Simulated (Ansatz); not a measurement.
Cell and atoms of amorphous W₂₄Si₂₄:

```xyz
48
Lattice="8.7111 0.2145 0.1682 0.2145 9.4429 0.1376 0.1682 0.1376 8.8073" Properties=species:S:1:pos:R:3 pbc="T T T"
W      7.1748     5.0535     0.7706
W      0.7503     7.9253     5.8763
W      4.9462     8.5538     7.6114
W      4.9933     3.2500     2.8507
W      3.5076     7.4017     5.6098
W      8.8002     3.3387     5.9231
W      2.9569     5.4659     1.9430
W      7.9639     5.8658     5.2433
W      2.8436     8.0434     1.1854
W      5.1275     0.3772     4.6406
W      0.2070     0.8262     4.1631
W      7.7421     3.6200     3.1351
W      5.1435     1.7436     7.3036
W      4.6600     7.6950     3.0406
W      3.1266     1.0978     2.8141
W      2.8311     1.3160     8.7888
W      8.8650     2.7977     8.8514
W      2.0200     3.4693     3.8526
W      2.6340     0.7584     5.6404
W      6.9593     7.7816     1.2298
W      2.7895     6.1863     7.9484
W      0.4722     9.1363     1.6080
W      2.6267     3.3569     6.9524
W      4.7019     4.1957     8.8857
Si     2.2908     8.6446     7.6988
Si     4.1654     5.3527     4.0703
Si     0.6976     6.5705     0.8101
Si     6.5690     2.4707     5.0640
Si     4.8810     6.4792     0.5274
Si     0.6054     5.2953     2.8729
Si     2.0594     3.6624     0.6332
Si     5.9918     7.3723     5.4022
Si     7.2852     0.6821     8.6079
Si     2.1215     8.3930     3.6891
Si     6.7239     4.1748     7.1945
Si     8.2814     7.9145     3.6954
Si     0.5065     4.9424     7.6445
Si     6.7537     1.0152     2.8043
Si     7.2144     9.4873     6.3567
Si     4.8174     0.1785     1.0454
Si     6.2927     2.5398     0.7790
Si     0.9568     2.0382     2.0654
Si     7.4146     7.1959     7.5422
Si     1.7781     5.4518     5.5225
Si     4.5345     5.0700     6.4606
Si     4.1292     2.7482     5.1085
Si     6.4914     5.8925     3.1668
Si     0.4625     0.9232     6.8536
```

The numbers are results of PBE, scalar-relativistic without spin-orbit coupling (plane waves to 420 eV, PAW; Ansatz, a first-principles code), not measurements.

The cell was made by melting and quenching with the CHGNet potential and then relaxed with DFT. The hot cell started wider than the set density and was brought back towards it in steps. It is the lowest in DFT energy of 2 quenches. It is a model cell: composition and starting density were chosen by hand, and all elements were melted together. No dispersion term was used. Its density started from a set value of 11.46 and ended at 11.67 g/cm³. Cooling (nominally 240 K/ps over its main leg) ran many orders faster than in experiment, which tends to leave more defects and strain. Values belong to this one cell and scatter from quench to quench. Volume and shape were free in the relaxation. On a 2×2×2 Γ-centred mesh force components of up to 0.47 eV/Å stay, since the relaxation ran on one k-point at (1/4, 1/4, 1/4).

Neighbours within W-W 3.64 Å, W-Si 3.34 Å, Si-Si 2.64 Å count as bonded.

Give the coordination numbers, mean bond lengths and angles.


```json
{
 "Mean coordination of W": "12.88 (2 with 11, 8 with 12, 7 with 13, 5 with 14, 2 with 15)",
 "Mean coordination of Si": "7.46 (1 with 5, 2 with 6, 10 with 7, 8 with 8, 2 with 9, 1 with 10)",
 "Mean W-W bond": "2.992 Å (spread 0.216 Å, 81 counted)",
 "Mean W-Si bond": "2.677 Å (spread 0.175 Å, 147 counted)",
 "Mean Si-Si bond": "2.504 Å (spread 0.069 Å, 16 counted)",
 "Bond angle at W": "mean 96.0°, spread 34.2°",
 "Bond angle at Si": "mean 98.4°, spread 32.3°"
}
```

What Bader charges do the atoms carry, from a run on one k-point at (1/4, 1/4, 1/4)?

Means (range): W +0.21 e (+0.06 to +0.31), Si -0.21 e (-0.42 to -0.08).
```json
[
 {"atom": "W1", "charge (e)": "+0.28"},
 {"atom": "W2", "charge (e)": "+0.30"},
 {"atom": "W3", "charge (e)": "+0.31"},
 {"atom": "W4", "charge (e)": "+0.26"},
 {"atom": "W5", "charge (e)": "+0.16"},
 {"atom": "W6", "charge (e)": "+0.09"},
 {"atom": "W7", "charge (e)": "+0.15"},
 {"atom": "W8", "charge (e)": "+0.18"},
 {"atom": "W9", "charge (e)": "+0.06"},
 {"atom": "W10", "charge (e)": "+0.10"},
 {"atom": "W11", "charge (e)": "+0.24"},
 {"atom": "W12", "charge (e)": "+0.17"},
 {"atom": "W13", "charge (e)": "+0.27"},
 {"atom": "W14", "charge (e)": "+0.26"},
 {"atom": "W15", "charge (e)": "+0.21"},
 {"atom": "W16", "charge (e)": "+0.31"},
 {"atom": "W17", "charge (e)": "+0.15"},
 {"atom": "W18", "charge (e)": "+0.26"},
 {"atom": "W19", "charge (e)": "+0.19"},
 {"atom": "W20", "charge (e)": "+0.20"},
 {"atom": "W21", "charge (e)": "+0.27"},
 {"atom": "W22", "charge (e)": "+0.28"},
 {"atom": "W23", "charge (e)": "+0.16"},
 {"atom": "W24", "charge (e)": "+0.17"},
 {"atom": "Si25", "charge (e)": "-0.42"},
 {"atom": "Si26", "charge (e)": "-0.18"},
 {"atom": "Si27", "charge (e)": "-0.08"},
 {"atom": "Si28", "charge (e)": "-0.18"},
 {"atom": "Si29", "charge (e)": "-0.29"},
 {"atom": "Si30", "charge (e)": "-0.19"},
 {"atom": "Si31", "charge (e)": "-0.21"},
 {"atom": "Si32", "charge (e)": "-0.14"},
 {"atom": "Si33", "charge (e)": "-0.09"},
 {"atom": "Si34", "charge (e)": "-0.30"},
 {"atom": "Si35", "charge (e)": "-0.17"},
 {"atom": "Si36", "charge (e)": "-0.09"},
 {"atom": "Si37", "charge (e)": "-0.23"},
 {"atom": "Si38", "charge (e)": "-0.10"},
 {"atom": "Si39", "charge (e)": "-0.19"},
 {"atom": "Si40", "charge (e)": "-0.30"},
 {"atom": "Si41", "charge (e)": "-0.33"},
 {"atom": "Si42", "charge (e)": "-0.40"},
 {"atom": "Si43", "charge (e)": "-0.19"},
 {"atom": "Si44", "charge (e)": "-0.18"},
 {"atom": "Si45", "charge (e)": "-0.10"},
 {"atom": "Si46", "charge (e)": "-0.34"},
 {"atom": "Si47", "charge (e)": "-0.18"},
 {"atom": "Si48", "charge (e)": "-0.18"}
]
```
